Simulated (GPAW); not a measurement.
A self-consistent single point of Ag (Fm-3m, 1 atom in the cell) with GPAW.

Level of theory: PBE, GPAW PAW datasets PBE (gpaw-data 1.0.1) (plane waves; GPAW 25.7.0).

```yaml
crystal:
  lattice:
    - [0.00000, 2.05523, 2.05523]
    - [2.05523, 0.00000, 2.05523]
    - [2.05523, 2.05523, 0.00000]
  atoms:
    - { symbol: Ag, position: [0.00000, 0.00000, 0.00000] }
```

Reference input (self-consistent single point, DFT PBE, plane waves, GPAW PAW datasets PBE (gpaw-data 1.0.1)): mode = pw; ecut = 600 eV; xc = PBE; kpts = 10 10 10; mesh shift (steps) = 0 0 0; occupations.name = fermi-dirac; occupations.width = 0.1 eV; nbands = -9; convergence.forces = 0.001 eV/Å; symmetry.symmorphic = false; symmetry.tolerance = 0.0005; maxiter = 100. This run's input differs from it in these lines:

```diff
@@ -2,3 +2,3 @@
 from ase.units import GPa
-from gpaw import GPAW, PW, FermiDirac
+from gpaw import GPAW, PW
 
@@ -13,4 +13,4 @@
             xc='PBE',
-            kpts={'size': (10, 10, 10), 'gamma': True},
-            occupations=FermiDirac(0.1),
+            kpts={'size': (16, 16, 16), 'gamma': True},
+            occupations={'name': 'methfessel-paxton', 'width': 0.05, 'order': 1},
             nbands=-9,
```

Output (repeated stretches shortened):

```
     iter     time        total  log10-change:
                         energy   eigst   dens  force
iter:   1 --:--:--    -3.110246
iter:   2 --:--:--    -3.050215   -2.76  -1.52
iter:   3 --:--:--    -2.878098   -2.95  -1.56
iter:   4 --:--:--    -2.871507   -5.12  -2.11
iter:   5 --:--:--    -2.864128   -3.50  -2.13
iter:   6 --:--:--    -2.864071c  -5.11  -3.35
iter:   7 --:--:--    -2.864201c  -5.54  -3.57
iter:   8 --:--:--    -2.864074c  -6.21  -3.28
iter:   9 --:--:--    -2.864074c  -8.32c -4.59c
iter:  10 --:--:--    -2.864074c  -8.11c -4.73c -23.70c
Converged after 10 iterations.

Dipole moment: (-0.000000, -0.000000, -0.000000) |e|*Ang

Energy contributions relative to reference atoms: (reference = -144597.826354)

Kinetic:         -1.126115
Potential:       -0.115867
External:        +0.000000
XC:              -1.789378
Entropy (-ST):   -0.000176
Local:           +0.167404
SIC:             +0.000000
--------------------------
Free energy:     -2.864132
Extrapolated:    -2.864074

Showing only first 2 kpts
 Kpt  Band  Eigenvalues  Occupancy
  0     6      3.30803    2.00000
  0     7      4.31477    2.00000
  0     8      4.31477    2.00000
  0     9     24.19925    0.00000

  1     6      3.36595    2.00000
  1     7      4.25251    2.00000
  1     8      4.34171    2.00000
  1     9     24.23543    0.00000

Fermi level: 7.97467

No gap
No difference between direct/indirect transitions
Energy (eV): -2.864074

Forces in eV/Ang:
  0 Ag    0.00000    0.00000   -0.00000

Stress tensor:
    -0.016454     0.000000     0.000000
     0.000000    -0.016454    -0.000000
     0.000000    -0.000000    -0.016454
Stress (GPa, Voigt): [-2.6362 -2.6362 -2.6362 -0.      0.      0.    ]
```

The run converged in 10 iterations. GPAW prints stress with tension positive. Against the reference run the free energy goes down by 9.0 meV/atom and the pressure goes from 2.89 to 2.64 GPa.

The starting cell has typed, rounded lattice constants, without a prior relaxation at this level. Its lattice was rescaled by up to half a per cent.
